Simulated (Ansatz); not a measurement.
ZnS (F-43m) under hydrostatic pressure: electron conductivity mass by r2SCAN with spin-orbit coupling, rigid bands (plane waves, PAW; Ansatz, a first-principles code). The unloaded cell, whose axes the loads refer to:

```
CELL_PARAMETERS angstrom
      0.00000     2.69516     2.69516
      2.69516     0.00000     2.69516
      2.69516     2.69516     0.00000
ATOMIC_POSITIONS crystal
  Zn 0.00000 0.00000 0.00000
  S  0.25000 0.25000 0.25000
```

```
hydrostatic pressure (GPa)  volume per atom (Å³)  electron conductivity mass (mₑ)
--------------------------  --------------------  -------------------------------
-2                                         20.12                            0.200
0                                          19.58                            0.205
2                                          19.11                                ?
5                                          18.50                            0.214
10                                         17.67                            0.221
```

Question: Fit a straight line to ln(electron conductivity mass) against the load over the rows given, and predict the row at 2 GPa.

Answer: The means are x̄ = 3.250 GPa and ȳ = -1.5614; Σ(x − x̄)(y − ȳ) = 0.7121 and Σ(x − x̄)² = 86.75, so the slope is 0.821 % per GPa, and the rows given lie within 0.52 % of the line. At 2 GPa the line gives 0.208 mₑ; the calculation gives 0.209 mₑ, 0.62 % from it.

Masses are for dilute carriers at 300 K, harmonic means over directions unless an axis is named. Stresses and pressures are the targets of the relaxation. The structure type is held at every load. Geometry: cell and atoms relaxed with r2SCAN.
